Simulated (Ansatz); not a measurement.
The parent structure is CaF₂ in the fluorite structure (space group Fm-3m, No. 225; a = 5.4206 Å).

Now apply this change: cell and atoms relaxed at a pressure of 5 GPa.

Levels (all Ansatz, an electronic-structure program, PAW): PBEsol (420 eV, no spin-orbit coupling); HSE06+SOC (420 eV, spin-orbit coupling included).

The geometry is relaxed with PBEsol.

| Quantity | Result |
|---|---|
| PBEsol lowest conduction level above the VBM at special points | Γ 7.55 eV; X 8.22 eV; U 8.50 eV |

With HSE06+SOC at the same geometry, the lowest conduction level above the VBM at special points goes from Γ 7.55 eV; X 8.22 eV; U 8.50 eV to Γ 9.85 eV; X 10.68 eV; U 10.98 eV.

Single points use the geometry relaxed with PBEsol. The hybrid gap comes from the SCF mesh plus the semilocal run's edge points and a few special points and is an upper bound. The spin-orbit shifts are approximate. The levels and masses belong to the bands next to the band gap. Load acts through the strain it causes; cell and atoms are relaxed under it. Whether these cells are dynamically stable was not tested. No other phases were tried under pressure.
